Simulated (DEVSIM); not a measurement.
Structure: abrupt GaAs n-p junction, at 300 K.

Layer 1 from the left is GaAs, thickness (μm) 0.230, Nd (cm⁻³) 1.9e15, τn (s) 3.4e-10, τp (s) 3.4e-10. Layer 2 from the left is GaAs, thickness (μm) 0.300, Na (cm⁻³) 2.2e15, τn (s) 3.4e-10, τp (s) 3.4e-10.

Left contact: ohmic. Right contact: ohmic. Voltage is applied to the left contact. Recombination: SRH at mid-gap. Mobility is μmin + (μ − μmin)/(1 + (N/Nref)^α).

Constants are typed, rounded textbook-type inputs, not results; the design itself was drawn at random and stands for no fabricated device. Values at 300 K.

GaAs: gap (eV) 1.424, affinity (eV) 4.07, permittivity 12.9, Nc (cm⁻³) 4.7e17, Nv (cm⁻³) 9e18, μn (cm²/Vs) 8500, μp (cm²/Vs) 400, μn,min 500, μp,min 20, Nref,n 6e16, Nref,p 1.5e17, αn 0.39, αp 0.38.

DEVSIM, 1D drift-diffusion, Boltzmann statistics, complete ionisation; no tunnelling, impact ionisation, image-force lowering or self-heating.

What does the simulation give for the potential step across the device at zero bias, the dark forward voltage at 1 A/cm², the largest field in the device at zero bias?

potential step across the device at zero bias 1.067 V; dark forward voltage at 1 A/cm² 0.843 V; largest field in the device at zero bias 24000 V/cm.
